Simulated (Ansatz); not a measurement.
Base system: Li in the bcc (W type) structure (space group Im-3m, No. 229; relaxed with 0.1 eV smearing).

```yaml
crystal:
  lattice:
    - [-1.71759, 1.71759, 1.71759]
    - [1.71759, -1.71759, 1.71759]
    - [1.71759, 1.71759, -1.71759]
  atoms:
    - { symbol: Li, position: [0.00000, 0.00000, 0.00000] }
```

All numbers come from plane-wave PAW DFT at the PBE level (Ansatz, a quantum-chemistry and plane-wave program, 420 eV), no SOC.

Strains are applied to the cell and any free atomic positions relax.

One change was made to it. Results:

```csv
quantity,base,after
pressure,0.0 GPa,0.2 GPa
energy relative to the base (free energy F),0 meV/atom,+0.2 meV/atom
```

Task: Which change produced these results?
A. isotropic strain −2.00 %
B. isotropic strain −0.50 %
C. isotropic strain +2.00 %
D. isotropic strain −2.50 %

Result: B, isotropic strain −0.50 %. For comparison, the energy relative to the base in the other runs: isotropic strain −2.50 % gives +5.3 meV/atom; isotropic strain −2.00 % gives +3.4 meV/atom; isotropic strain +2.00 % gives +3.0 meV/atom.

Stability against distortions was not tested.
